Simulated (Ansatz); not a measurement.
Substrate model: monolayer graphene, 5x5 cell, one far atom fixed; cell 12.3 x 12.3 Å at 60°; in-plane lattice constant set by hand. These are PBE-D3(BJ) (plane waves to 420 eV, PAW; Ansatz, a first-principles code) values and carry that method's errors. Sampling: 3x3x1 k points. The slab states were run without spin polarisation. Cell and mesh are as stated and are not converged limits. All energies are electronic energies at 0 K, without vibrations.

Step: TMG dissociates at its Ga-C bond, Ga on C and C on C (ending with C(24)-C(a1), C(25)-Ga(a0)). Start, atoms near the reaction:

| atom | x (Å) | y (Å) | z (Å) |
|---|---|---|---|
| C(13) | 4.943 | 2.825 | 0.999 |
| C(14) | 4.943 | 4.249 | 0.994 |
| C(15) | 6.176 | 4.960 | 0.983 |
| C(16) | 6.176 | 6.384 | 0.987 |
| C(17) | 7.409 | 7.097 | 0.985 |
| C(22) | 6.176 | 2.113 | 0.998 |
| C(23) | 7.409 | 2.825 | 0.988 |
| C(24) | 7.408 | 4.248 | 0.982 |
| C(25) | 8.642 | 4.961 | 0.983 |
| C(26) | 8.642 | 6.386 | 0.982 |
| C(27) | 9.875 | 7.097 | 0.987 |
| C(32) | 8.643 | 2.113 | 0.991 |
| C(33) | 9.876 | 2.825 | 0.985 |
| C(34) | 9.876 | 4.248 | 0.982 |
| C(35) | 11.109 | 4.961 | 0.989 |
| C(36) | 11.108 | 6.384 | 0.992 |
| Ga(a0) | 8.508 | 5.052 | 4.335 |
| C(a1) | 6.679 | 4.299 | 4.399 |
| H(a2) | 5.935 | 4.985 | 3.976 |
| H(a3) | 6.613 | 3.334 | 3.880 |
| H(a4) | 6.408 | 4.125 | 5.452 |
| C(a5) | 10.074 | 3.845 | 4.416 |
| H(a6) | 9.864 | 2.864 | 3.972 |
| H(a7) | 10.953 | 4.280 | 3.923 |
| H(a8) | 10.337 | 3.682 | 5.473 |
| C(a9) | 8.772 | 7.011 | 4.415 |
| H(a10) | 9.720 | 7.319 | 3.958 |
| H(a11) | 7.949 | 7.557 | 3.935 |
| H(a12) | 8.799 | 7.319 | 5.473 |

An image on its path:

```csv
atom,x (Å),y (Å),z (Å)
C(13),4.944,2.825,1.071
C(14),4.944,4.250,1.069
C(15),6.176,4.961,1.096
C(16),6.177,6.385,1.081
C(17),7.409,7.099,1.081
C(22),6.178,2.113,1.076
C(23),7.410,2.825,1.096
C(24),7.407,4.247,1.127
C(25),8.643,4.962,1.126
C(26),8.643,6.389,1.090
C(27),9.876,7.098,1.040
C(32),8.643,2.114,1.078
C(33),9.877,2.823,1.066
C(34),9.879,4.247,1.082
C(35),11.110,4.961,1.031
C(36),11.108,6.385,1.018
Ga(a0),8.782,4.898,3.851
C(a1),6.949,4.123,3.936
H(a2),6.306,4.967,4.207
H(a3),6.394,3.511,3.222
H(a4),7.121,3.460,4.790
C(a5),10.206,3.596,4.277
H(a6),9.898,2.604,3.922
H(a7),11.213,3.814,3.907
H(a8),10.246,3.561,5.377
C(a9),8.701,6.814,4.341
H(a10),9.562,7.445,4.096
H(a11),7.793,7.254,3.906
H(a12),8.574,6.815,5.436
```

Question: Which atoms feel the largest forces, and does the image come before the top or after it?

Answer: 
```json
[
 {"atom": "H(a4)", "Fx": "-0.35", "Fy": "-0.04", "Fz (eV/Å)": "0.53"},
 {"atom": "C(24)", "Fx": "0.03", "Fy": "0.02", "Fz (eV/Å)": "-0.57"},
 {"atom": "C(a1)", "Fx": "0.04", "Fy": "0.04", "Fz (eV/Å)": "0.44"}
]
```
The image lies before the top, +0.61 eV over the start.

Here TMG is trimethylgallium.
